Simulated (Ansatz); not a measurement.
Take ZrSe₂ in the CdI2 type structure (space group P-3m1, No. 164; a = 3.660 Å, c = 5.841 Å; layered, stacked along the Cartesian z axis; relaxed with 0.1 eV smearing) as the base.

Level of theory: PBEsol-D3(BJ)/PAW in Ansatz (a first-principles code), no spin-orbit coupling.

Strains are applied to the cell and any free atomic positions relax.

One change was made to it. Results:

| quantity | base | after |
|---|---|---|
| energy relative to the base (free energy F) | 0 meV/atom | +7.2 meV/atom |
| pressure (mean of the normal stresses, compression positive) | 0.0 GPa | 2.4 GPa |
| largest internal atomic displacement | – | 0.040 Å |
| band gap | zero | zero |

Task: Name the change that was made.
A) isotropic strain −2.50 %
B) isotropic strain −2.00 %
C) isotropic strain −1.50 %

Result: C, isotropic strain −1.50 %. For comparison, the energy relative to the base in the other runs: isotropic strain −2.50 % gives +21 meV/atom; isotropic strain −2.00 % gives +13 meV/atom.

Stability against distortions was not tested. The final runs are not spin-polarised. The zero or small gap of ZrSe2 can change with the level of theory.
